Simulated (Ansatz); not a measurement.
**Response to strain in Cs**

The parent structure is Cs (space group I4_1/amd, No. 141; a cell from a computed database, its experimental status unchecked; relaxed with 0.1 eV smearing).

```yaml
crystal:
  lattice:
    - [-2.51139, 2.51139, 9.09872]
    - [2.51139, -2.51139, 9.09872]
    - [2.51139, 2.51139, -9.09872]
  atoms:
    - { symbol: Cs, position: [0.25000, 0.75000, 0.50000] }
    - { symbol: Cs, position: [0.50000, 0.50000, 0.00000] }
```

Cartesian axes are those of the cell as printed.

Strains are applied to the cell and any free atomic positions relax; under biaxial strain the out-of-plane vector relaxes too.

All numbers come from PBEsol (Ansatz, an electronic-structure program, PAW, no SOC).

Notes on the quantities. pressure: mean of the normal stresses, compression positive; energy relative to the base: free energy F.

```tsv
change	volume per atom	pressure	energy relative to the base
base	114.77 Å³	0.0 GPa	0 meV/atom
biaxial strain −4.31 %, plane normal [001], relaxed out of plane	106.24 Å³	0.2 GPa	+6.2 meV/atom
biaxial strain −0.67 %, plane normal [001], relaxed out of plane	113.62 Å³	0.0 GPa	+0.1 meV/atom
isotropic strain +2.28 %	122.80 Å³	-0.1 GPa	+2.9 meV/atom
uniaxial strain ε_zz = −1.30 %	113.28 Å³	0.0 GPa	+0.3 meV/atom
```

Whether these cells are dynamically stable was not tested. This is not the structure that Cs has at room temperature and ambient pressure.
